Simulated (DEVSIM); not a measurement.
Device: Si p+/n-/n+ power diode, at 300 K.

Layer 1 from the left is Si, thickness (μm) 0.570, Na (cm⁻³) 4.3e18, τn (s) 1.4e-7, τp (s) 1.4e-7. Layer 2 from the left is Si, thickness (μm) 10.0, Nd (cm⁻³) 2.3e16, τn (s) 1.4e-7, τp (s) 1.4e-7. Layer 3 from the left is Si, thickness (μm) 4.00, Nd (cm⁻³) 1.7e18, τn (s) 1.4e-7, τp (s) 1.4e-7.

Left contact: ohmic. Right contact: ohmic. Voltage is applied to the left contact. Recombination: SRH at mid-gap, Auger. Mobility is μmin + (μ − μmin)/(1 + (N/Nref)^α).

The device is made up for the run: typed textbook-type constants, with dimensions and the other settings drawn at random. Values at 300 K.

Si: gap (eV) 1.124, affinity (eV) 4.05, permittivity 11.7, Nc (cm⁻³) 2.86e19, Nv (cm⁻³) 3.1e19, μn (cm²/Vs) 1417, μp (cm²/Vs) 470, μn,min 52, μp,min 45, Nref,n 9.7e16, Nref,p 2.2e17, αn 0.68, αp 0.72, Cn (cm⁶/s) 2.8e-31, Cp (cm⁶/s) 9.9e-32.

Model (solved in DEVSIM): 1D drift-diffusion, Boltzmann statistics, complete ionisation; no tunnelling, impact ionisation, image-force lowering or self-heating.

Q: What does the simulation give for the dark forward voltage at 100 A/cm², the dark forward voltage at 1 A/cm², the potential step across the device at zero bias?

A: dark forward voltage at 100 A/cm² 0.838 V; dark forward voltage at 1 A/cm² 0.674 V; potential step across the device at zero bias 1.000 V.
